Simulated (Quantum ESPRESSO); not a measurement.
Density of states of Sb2Ru (Pnnm, 6 atoms in the cell).

```yaml
crystal:
  lattice:
    - [5.97687, 0.00000, 0.00000]
    - [0.00000, 6.71759, 0.00000]
    - [0.00000, 0.00000, 3.21425]
  atoms:
    - { symbol: Sb, position: [0.18252, 0.35842, 0.00000] }
    - { symbol: Sb, position: [0.81748, 0.64158, 0.00000] }
    - { symbol: Sb, position: [0.68252, 0.14158, 0.50000] }
    - { symbol: Sb, position: [0.31748, 0.85842, 0.50000] }
    - { symbol: Ru, position: [0.00000, 0.00000, 0.00000] }
    - { symbol: Ru, position: [0.50000, 0.50000, 0.50000] }
```

Method: PBEsol, GBRV 1.5 ultrasoft (PBESOL) pseudopotentials (plane waves; Quantum ESPRESSO).

SCF settings: ecutwfc = 40 Ry; ecutrho = 320 Ry; occupations = smearing; smearing = marzari-vanderbilt; degauss = 0.0073499 Ry; potentials = {Sb: sb_pbesol_v1.4.uspp.F.UPF, Ru: ru_pbesol_v1.2.uspp.F.UPF}; K_POINTS = automatic 3 3 6 0 0 0; conv_thr = 1e-09 Ry. Keys of the DOS step: nscf.calculation = nscf; nscf.verbosity = high; nscf.occupations = tetrahedra_opt; nscf.nbnd = 55; nscf.startingwfc = random; nscf.diago_thr_init = 1e-06; nscf.diagonalization = cg; nscf.K_POINTS = automatic 6 6 12 0 0 0; dos.x.fildos = dos.dat; dos.x.Emin = -15 eV; dos.x.Emax = 30 eV; dos.x.DeltaE = 0.1 eV.

The starting cell comes from a database of computed structures (which also holds hypothetical and non-ambient phases and stackings), without a prior relaxation at this level. Spin-orbit coupling is off. Spin polarisation is off.

Total DOS (both spins), as means of the tabulated values in each energy bin; the zero is the program's Fermi level or highest filled level, and the curve is cut to this window:

```json
[
 {"E (eV)": "-7.75", "states/eV/cell": "1.68"},
 {"E (eV)": "-7.25", "states/eV/cell": "0.19"},
 {"E (eV)": "-6.75", "states/eV/cell": "0.00"},
 {"E (eV)": "-6.25", "states/eV/cell": "0.00"},
 {"E (eV)": "-5.75", "states/eV/cell": "0.04"},
 {"E (eV)": "-5.25", "states/eV/cell": "2.06"},
 {"E (eV)": "-4.75", "states/eV/cell": "3.63"},
 {"E (eV)": "-4.25", "states/eV/cell": "4.15"},
 {"E (eV)": "-3.75", "states/eV/cell": "3.48"},
 {"E (eV)": "-3.25", "states/eV/cell": "5.50"},
 {"E (eV)": "-2.75", "states/eV/cell": "5.53"},
 {"E (eV)": "-2.25", "states/eV/cell": "6.06"},
 {"E (eV)": "-1.75", "states/eV/cell": "8.70"},
 {"E (eV)": "-1.25", "states/eV/cell": "5.64"},
 {"E (eV)": "-0.75", "states/eV/cell": "8.29"},
 {"E (eV)": "-0.25", "states/eV/cell": "2.82"},
 {"E (eV)": "0.25", "states/eV/cell": "0.90"},
 {"E (eV)": "0.75", "states/eV/cell": "2.84"},
 {"E (eV)": "1.25", "states/eV/cell": "1.39"},
 {"E (eV)": "1.75", "states/eV/cell": "3.35"},
 {"E (eV)": "2.25", "states/eV/cell": "4.69"},
 {"E (eV)": "2.75", "states/eV/cell": "3.70"}
]
```

Around zero the curve holds about 0.3 states/eV/cell.
